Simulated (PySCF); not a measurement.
PySCF 2.14.0, PBE/def2-svp, df: Ni(Me)(H)(dadMe) (C[N]1=CC=[N](C)->[NiH]<-1[CH3]), 20 atoms. The geometry is a generated start, not checked to be a minimum at this level.

```json
{
  "task": "energy",
  "method": "pbe",
  "basis": "def2-svp",
  "two_electron_scheme": "density fitting",
  "mol.max_memory": "3000 MB",
  "mf.max_cycle": "100",
  "mf.init_guess": "minao (default)",
  "mf.DIIS": "CDIIS (default)",
  "mf.diis_space": "8 (default)",
  "mf.conv_tol": "1e-09 (default)",
  "mf.grids.level": "3 (default)",
  "basis_functions": "189",
  "grid_points": "236736"
}
```

```xyz
20

Ni     0.3315     0.9606     0.0209
C     -0.8776     2.4378     0.0182
H     -1.4942     2.2568     0.9129
H     -1.4887     2.2502    -0.8785
H     -0.6018     3.4930     0.0155
H      1.3088     1.9867     0.0539
C     -2.5514    -0.4423    -0.0053
N     -1.1219    -0.4718    -0.0096
C     -0.5343    -1.6073    -0.0298
C      0.9027    -1.6436    -0.0276
N      1.5467    -0.5349     0.0061
C      2.9791    -0.5777     0.0076
H     -2.9046     0.1287    -0.8661
H     -2.9871    -1.4491    -0.0341
H     -2.8987     0.0751     0.8911
H     -1.0834    -2.5524    -0.0468
H      1.4075    -2.6114    -0.0532
H      3.3627    -1.6057    -0.0140
H      3.3513    -0.0653     0.8971
H      3.3533    -0.0272    -0.8583
```

Charge 0 and multiplicity 1 are set for this test and not shown to be the ground state.

One run each on 2 threads, 1 BLAS thread. Values of level_shift (Hartree) tried: 0 (default), 0.1, 0.3, 1.

How does the count of Fock builds change with level_shift (Hartree), and where is it least?

Fewest Fock builds: 0 (default) with 28. The run ends without SCF convergence in 100 cycles at 0.1, 0.3, 1.

```csv
level_shift (Hartree),Fock builds,end
0 (default),28,same solution
0.1,58,no convergence
0.3,66,no convergence
1,101,no convergence
```
